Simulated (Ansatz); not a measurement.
Given:

```yaml
crystal:
  lattice:
    - [8.74164, 0.00000, 0.00000]
    - [4.37082, 7.57048, 0.00000]
    - [4.37082, -2.52349, 3.36915]
  atoms:
    - { symbol: Cs, position: [0.00000, 0.00000, 0.00000] }
    - { symbol: Sn, position: [0.00000, 0.50000, 0.50000] }
    - { symbol: I, position: [0.50000, 0.00000, 0.00000] }
    - { symbol: I, position: [0.00000, 0.50000, 0.00000] }
    - { symbol: I, position: [0.50000, 0.50000, 0.00000] }
```

No spin polarisation.

The values are results of DFT with LDA, PAW potentials and a 420 eV plane-wave cutoff in Ansatz (a quantum-chemistry and plane-wave program), scalar-relativistic without spin-orbit coupling, not measurements. Γ-centred 8×8×8 mesh, Fermi–Dirac width 0.05 eV.

Problem. Predict the pressure and space group.

Solution. 
- Pressure (mean of the normal stresses, compression positive) = -0.3 GPa
- Space group = R-3m (No. 166)

The cells carry an imposed strain or load. No phonon test of stability was made. The cell was made from CsSnI₃ in the cubic perovskite structure (space group Pm-3m, No. 221) by this change: biaxial strain +2.50 %, plane normal [111], relaxed out of plane. Many cubic perovskites are stable only at high temperature; tilts and polar distortions were not tested.
